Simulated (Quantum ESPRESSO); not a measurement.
## Convergence series on Sb5O7F (P-1, 26 atoms in the cell)

```xyz
26
Lattice="4.1579 0.0000 0.0000 2.0542 9.8943 0.0000 2.0255 3.6602 12.4060" Properties=species:S:1:pos:R:3 pbc="T T T"
Sb     4.1283     8.5310     4.2168
Sb     4.1093     5.0235     8.1892
Sb     6.2090     8.6343     6.9325
Sb     2.0286     4.9202     5.4735
Sb     4.1025     9.8118    11.0247
Sb     4.1351     3.7427     1.3813
Sb     2.0562     1.0630     1.5855
Sb     6.1814    12.4915    10.8205
Sb     4.1125     2.2725     4.4168
Sb     4.1251    11.2820     7.9892
O      6.2058     8.7045     4.8463
O      2.0318     4.8500     7.5597
O      4.1271     8.8722     6.2194
O      4.1105     4.6823     6.1866
O      4.1042     9.5348     8.9435
O      4.1334     4.0197     3.4625
O      4.1251    10.4416     3.5683
O      4.1125     3.1129     8.8377
O      6.1862    10.4830    10.8205
O      2.0514     3.0716     1.5855
O      6.2018    10.5887     7.2650
O      2.0358     2.9658     5.1410
O      4.1288     1.6719     2.1722
O      4.1088    11.8827    10.2338
F      6.1386     6.0732    12.1208
F      2.0990     7.4814     0.2852
```

Method: LDA (PZ), GBRV 1.5 ultrasoft (LDA) pseudopotentials (plane waves; Quantum ESPRESSO 7.5).

The starting cell comes from a database of computed structures (which also holds hypothetical and non-ambient phases and stackings), without a prior relaxation at this level. Spin-orbit coupling is off. In the base run, with a pressure of about -5 GPa the cell is away from its equilibrium volume at this level.

Held fixed: occupations = smearing; smearing = gaussian; degauss = 0.00147 Ry; potentials = {Sb: sb_lda_v1.4.uspp.F.UPF, O: o_lda_v1.2.uspp.F.UPF, F: f_lda_v1.4.uspp.F.UPF}; K_POINTS = automatic 3 2 1 0 0 0; conv_thr = 1e-10 Ry; mixing_beta = 0.4. Moved along with it: ecutrho.

ΔF is the free energy per atom less that of the last row (70 Ry).

```
ecutwfc  ΔF (meV/atom)  pressure (GPa)  largest force (eV/Å)  gap on the mesh (eV)  plane waves  iterations
-------  -------------  --------------  --------------------  --------------------  -----------  ----------
16 Ry          32787.1         -886.10                 1.824                 2.848         3734          16
20 Ry           9387.4         -332.60                 1.537                 3.021         5253          15
24 Ry           2521.1         -118.84                 0.865                 3.034         6850          16
28 Ry            576.8          -39.66                 0.751                 3.037         8660          15
32 Ry            104.1          -13.10                 0.754                 3.036        10548          16
36 Ry             19.4           -5.93                 0.752                 3.036        12606          15
40 Ry                ?           -4.84                 0.751                 3.036        14734          15
46 Ry                ?           -5.00                 0.754                 3.036        18203          15
52 Ry              3.9           -4.94                 0.755                 3.036        21833          15
60 Ry             1.45           -4.85                 0.756                 3.036        27082          15
70 Ry             0.00           -4.84                 0.756                 3.036        34101          15
```

Q: Some entries are withheld; supply them.

A: 
- 40 Ry, ΔF (meV/atom): 11.7
- 46 Ry, ΔF (meV/atom): 8.4
